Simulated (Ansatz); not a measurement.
**What Se → Pb does to CdSe**

Start from CdSe in the wurtzite structure (space group P6_3mc, No. 186; a = 4.302 Å, c = 7.021 Å).

The change: Pb takes the place of Se on all its sites, then cell and atoms are relaxed.

All numbers come from Ansatz (an electronic-structure program) PBEsol, no spin-orbit coupling, earlier PAW set. k-mesh 11×11×8 (Γ-centred); smearing 0.05 eV (Fermi–Dirac), for the changed cell.

```yaml
volume_per_atom: 33.62 Å³ (base 28.13 Å³)
density: 7.89 g/cm³ (base 5.65 g/cm³)
space_group: P6_3/mmc (No. 194) (base P6_3mc (No. 186))
shortest_interatomic_distance: 292.6 pm (base 263.3 pm)
band_gap: zero (base 0.54 eV)
```

Whether these cells are dynamically stable was not tested. As relaxed here, CdPb is a hypothetical phase, not in the database extracts checked.
